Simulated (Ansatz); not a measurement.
The starting structures come from a database of crystals and need not be the phases stable at ambient conditions.

The decay constant κ of evanescent states in the gap governs leakage through a thin film.

Input:

```xyz
16
Lattice="8.0328 0.0000 0.0000 0.0000 8.0328 0.0000 4.0164 -4.0164 7.0318" Properties=species:S:1:pos:R:3 pbc="T T T"
K      8.0328     0.0000     3.5159
K      4.0164     4.0164     3.5159
Sn     6.6207     2.6042     0.0000
Sn     1.4122     5.4286     0.0000
Sn     9.4450     2.6042     7.0318
Sn     6.6207    -2.6042     7.0318
Cl     5.3837    -1.3673     5.1357
Cl     6.6656     5.3837     1.8960
Cl     9.4001    -2.6491     5.1357
Cl     2.6491     6.6656     1.8960
Cl    10.6820     1.3673     5.1357
Cl     1.3673     2.6491     1.8960
Cl     6.6656     2.6491     5.1357
Cl     5.3837     1.3673     1.8960
Cl     0.0000     0.0000     0.0000
Cl     4.0164     4.0164     0.0000
```

Space group of this cell: I4/mcm. The cell is taken as given; by PBEsol its mean pressure is -0.9 GPa.

Transport runs along the normal of the first two printed cell vectors, the (001) plane of the conventional cell.

The gap is the functional's own, uncorrected, and κ follows it; spin-orbit coupling is left out. Mid-gap values are interpolated between the computed energies.

Q: State the band gap and the smallest decay constant κ at mid-gap according to PBEsol run with Ansatz (an electronic-structure program).

A: Gap 2.83 eV on a 6×6×6 mesh; κ = 0.382 1/Å, at the zone centre.
